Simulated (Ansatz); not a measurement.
For TaGe₂ (P6₂22, No. 180, 9 atoms in the cell; start COD 1528656), PBEsol in Ansatz (PAW) gives:

| Quantity | Value |
|---|---|
| lattice constant a | 4.941 Å |
| lattice parameter c | 6.733 Å |
| cohesive energy | 6.07 eV/atom |

Problem. What does r²SCAN in Ansatz (PAW) give for the same quantities?

Solution. 
- lattice constant a: 4.971 Å (rises by 0.6 %)
- lattice parameter c: 6.743 Å (goes up by 0.1 %)
- cohesive energy: 5.43 eV/atom (falls by 0.64 eV/atom)

Changes are worked out from the printed values.

Unless a cell is named, each level is at its own relaxed cell (PBEsol 15.82, r²SCAN 16.03 Å³/atom).

Levels without +SOC leave out spin–orbit coupling, which shifts energies and cells of such heavy elements.

Caveats: the relaxation could not lower the start's symmetry, so the cell can be a saddle point above a distorted one (PBEsol, r²SCAN). Ansatz's density-functional and Hartree–Fock values are scalar-relativistic unless marked +SOC, with PAW data made under PBE.

Ansatz is an electronic-structure program.
